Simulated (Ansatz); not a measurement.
The decay constant κ of evanescent states in the gap governs leakage through a thin film.

Consider the following.

```xyz
5
Lattice="3.9308 0.0000 0.0000 -1.9654 3.4042 0.0000 0.0000 0.0000 6.2953" Properties=species:S:1:pos:R:3 pbc="T T T"
La     1.9654     1.1347     4.7452
La     0.0000     2.2694     1.5502
O      1.9654     1.1347     2.2292
O      0.0000     2.2694     4.0661
O      0.0000     0.0000     0.0000
```

Space group of this cell: P-3m1. The cell is strained (lengths along the current scaled by 1.03, ions clamped); by r2SCAN its mean pressure is -2.6 GPa.

Transport runs along the normal of the first two printed cell vectors, the (001) (indices of the unstrained crystal) plane of the conventional cell.

The gap is the functional's own, uncorrected, and κ follows it; spin-orbit coupling is left out. Mid-gap values are interpolated between the computed energies.

Q: Compute, with r2SCAN (Ansatz, a program for electronic structure), the band gap and the smallest decay constant κ at mid-gap.

A: Gap 4.27 eV on a 12×12×6 mesh; κ = 0.415 1/Å, at the zone centre.
